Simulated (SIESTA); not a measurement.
SIESTA run on MoS₂ (P1, 6 atoms in the cell): self-consistent single point.

Level of theory: GGA PBEsol, numerical atomic orbitals TZP, PseudoDojo PBEsol standard norm-conserving potentials (rewritten from UPF to PSML) run with SIESTA.

The change in words: lattice scaled by 0.98. Reference geometry:
```
MoS2
1.0
    3.18543     0.00000     0.00000
   -1.59272     2.75866     0.00000
    0.00000     0.00000    13.17839
Mo S
2 4
Direct
  0.00326   0.00244   0.25072
  0.00293   0.99844   0.74778
  0.32478   0.66588   0.36722
  0.66227   0.34144   0.63465
  0.66420   0.32552   0.86650
  0.34257   0.66629   0.13313
```

Reference input (self-consistent single point, DFT, GGA PBEsol, numerical atomic orbitals TZP, PseudoDojo PBEsol standard norm-conserving potentials (rewritten from UPF to PSML)): XC.functional = GGA; XC.authors = PBEsol; potentials = PseudoDojo PBEsol standard; PAO.BasisSize = TZP; PAO.EnergyShift = 0.01 Ry; MeshCutoff = 300 Ry; kgrid.MonkhorstPack = 6 6 2; OccupationFunction = FD; ElectronicTemperature = 10 K; MaxSCFIterations = 150; SCF.Mixer.Method = Pulay; SCF.Mixer.Weight = 0.2. This run's input differs from it in these lines:

```diff
@@ -10,7 +10,7 @@
 %endblock ChemicalSpeciesLabel
-LatticeConstant              3.185430 Ang
+LatticeConstant              3.121721 Ang
 %block LatticeVectors
      1.000000000    0.000000000    0.000000000
-    -0.500000000    0.866025309    0.000000000
-     0.000000000    0.000000000    4.137083533
+    -0.500000160    0.866025503    0.000000000
+     0.000000000    0.000000000    4.137083999
 %endblock LatticeVectors
```

Output (repeated stretches shortened):

```
        iscf     Eharris(eV)        E_KS(eV)     FreeEng(eV)     dDmax    Ef(eV) dHmax(eV)
   scf:    1    -4943.552181    -5003.315162    -5003.315162  1.138558 -2.280633 20.398768
   scf:    2    -5027.876678    -5025.755875    -5025.755875  0.272602 -3.198395  1.585723
   scf:    3    -5026.625508    -5026.318210    -5026.318210  0.054794 -3.349719  1.299683
   scf:    4    -5026.590924    -5026.492562    -5026.492562  0.021289 -3.539671  0.898233
   scf:    5    -5026.712851    -5026.634834    -5026.634834  0.041754 -3.914751  0.235471
   [... 4 lines left out ...]
   scf:   10    -5026.645655    -5026.645651    -5026.645651  0.000255 -3.156737  0.000751
   scf:   11    -5026.645652    -5026.645652    -5026.645652  0.000154 -3.156637  0.000745
   scf:   12    -5026.645653    -5026.645652    -5026.645652  0.000376 -3.156455  0.000145
   scf:   13    -5026.645652    -5026.645652    -5026.645652  0.000072 -3.156428  0.000069
SCF Convergence by DM+H criterion
max |DM_out - DM_in|         :     0.0000724598
max |H_out - H_in|      (eV) :     0.0000694354
SCF cycle converged after 13 iterations

Using DM_out to compute the final energy and forces

siesta: E_KS(eV) =            -5026.6457

siesta: E_KS - E_eggbox =     -5026.6457

siesta: Atomic forces (eV/Ang):
     1   -0.117078   -0.187713   -0.274354
     2   -0.596145    0.165131    1.410553
     3    0.372412    0.099518    1.474611
     4    0.494145   -0.339513   -2.420601
     5    0.103399    0.178001    1.011336
     6   -0.254838    0.088073   -1.198847
   Tot    0.001895    0.003498    0.002698
   Max    2.420601
   Res    0.869657    sqrt( Sum f_i^2 / 3N )
   Max    2.420601    constrained

   [... lines left out ...]
siesta: FreeEng =     -5026.645652
siesta: Cell volume =        108.995176 Ang**3
siesta:          81.45626164         31.49456272  kBar
   [... lines left out ...]
             -0.089   0.407   0.481   0.404   0.051   0.045   0.054   0.045

              0.051

mulliken: Qtot =       52.000

Mulliken Atomic Populations:
Atom #   charge [q] valence [e]  Species
     1    -0.136485   14.136485  Mo
     2    -0.128298   14.128298  Mo
     3     0.067477    5.932523  S
     4     0.057802    5.942198  S
     5     0.070587    5.929413  S
     6     0.068916    5.931084  S
 Total     0.000000
```

The run converged in 13 iterations. Against the reference run the free energy rises by 20.5 meV/atom, the pressure goes from -1.79 to 8.15 GPa, the largest force goes from 1.335 to 2.494 eV/Å and the gap on the mesh goes from 0.944 to 0.980 eV.

The starting cell comes from a database of computed structures (which also holds hypothetical and non-ambient phases and stackings), without a prior relaxation at this level. Its atoms were displaced at random from the sites of space group no. 194. For this run, on top of that: lattice scaled by 0.98. Values carry the incompleteness of an atom-centred basis. With a pressure of about 8 GPa the cell is away from its equilibrium volume at this level. Forces in this geometry exceed 1 eV/Å.

Cost on one core of a shared machine: roughly 30 s.
